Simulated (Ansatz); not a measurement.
The starting structures come from a database of crystals and need not be the phases stable at ambient conditions.

 Where the default PAW files enter, the runs use the earlier of Ansatz's two default sets.

**Evanescent states of Be2C (Fm-3m, not sure to be the ambient phase, 3 atoms a cell, 6.7 Å³ an atom, -2 GPa at this level) along the normal of (001)**

The numbers are results of PBEsol (plane waves, PAW; Ansatz, a program for electronic structure), not measurements.

No gap correction and no spin-orbit coupling; mid-gap values are interpolated between computed energies.

Energies count from the valence-band top; κ is the least over a 10×10 mesh across the current.

```
E (eV)  κ (1/Å)  where
------  -------  -----
0.04      0.049      Γ
0.10      0.083      Γ
0.17      0.106      Γ
0.24      0.124      Γ
0.32      0.139      Γ
0.39      0.152      Γ
0.46      0.163      Γ
0.53      0.173      Γ
0.59      0.165  off Γ
0.67      0.153  off Γ
0.73      0.140  off Γ
0.81      0.126  off Γ
0.88      0.108  off Γ
0.94      0.088  off Γ
1.01      0.060  off Γ
```

Question: How thick must the barrier be to attenuate the transmission by 10^6 when the electrodes' Fermi level lies at 0.59 eV, and what attenuation does that film give at 0.67 eV?

Answer: d = 6 ln 10 / (2 × 0.165) = 41.9 Å. At 0.67 eV it gives 6 × 0.153/0.165 = 5.6 decades.
